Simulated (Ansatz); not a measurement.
CaF2 under a change: Ba on a Ca site, symmetric start

Consider an 18-atom supercell of CaF2 in the fluorite structure (space group Fm-3m, No. 225; a = 5.421 Å) at its relaxed geometry.

Now apply this change: one Ca atom is replaced by Ba, atoms relaxed at fixed cell.

Calculations: PBEsol (Ansatz, an electronic-structure program, PAW, without spin-orbit coupling). Γ-centred 5×4×5 mesh, Fermi–Dirac width 0.01 eV.

```csv
quantity,base,changed,shift
pressure,0.0 GPa,6.6 GPa,+6.6 GPa
gap of the supercell,7.25 eV,7.41 eV,+0.16 eV
total moment of the cell,–,0.0 μB,–
energy gained by relaxation,–,1.25 eV,–
largest displacement of a host atom from its site in the perfect cell,–,0.17 Å,–
```

Final structure:

```yaml
crystal:
  lattice:
    - [2.71029, 5.42058, 2.71029]
    - [2.71029, -5.42058, 2.71029]
    - [5.42058, 2.71029, -2.71029]
  atoms:
    - { symbol: Ba, position: [0.16667, 0.50000, 0.66667] }
    - { symbol: Ca, position: [0.99602, 0.00000, 0.00796] }
    - { symbol: Ca, position: [0.33732, 0.00000, 0.32537] }
    - { symbol: Ca, position: [0.66667, 0.00000, 0.66667] }
    - { symbol: Ca, position: [0.50017, 0.50000, 0.99966] }
    - { symbol: Ca, position: [0.83316, 0.50000, 0.33367] }
    - { symbol: F, position: [0.56811, 0.63561, 0.66667] }
    - { symbol: F, position: [0.37416, 0.12251, 0.00177] }
    - { symbol: F, position: [0.70926, 0.12251, 0.33157] }
    - { symbol: F, position: [0.03125, 0.09926, 0.66667] }
    - { symbol: F, position: [0.85545, 0.63521, 0.02285] }
    - { symbol: F, position: [0.21163, 0.63521, 0.31048] }
    - { symbol: F, position: [0.30208, 0.90074, 0.66667] }
    - { symbol: F, position: [0.12170, 0.36479, 0.02285] }
    - { symbol: F, position: [0.47788, 0.36479, 0.31048] }
    - { symbol: F, position: [0.76523, 0.36439, 0.66667] }
    - { symbol: F, position: [0.62407, 0.87749, 0.00177] }
    - { symbol: F, position: [0.95917, 0.87749, 0.33157] }
```

The magnetic state is the one reached from the starting moments; the real material's order can differ, and small cells can't hold many antiferromagnetic ones. In so small a cell the defect repeats every few ångströms: this is an ordered compound, not a dilute defect. The defect started on the symmetric site and kept its symmetry, so it may sit on a saddle. Seeded moments were not kept for Ba on a Ca site. The defect cell is spin-polarised and ends with 0.0 μB.
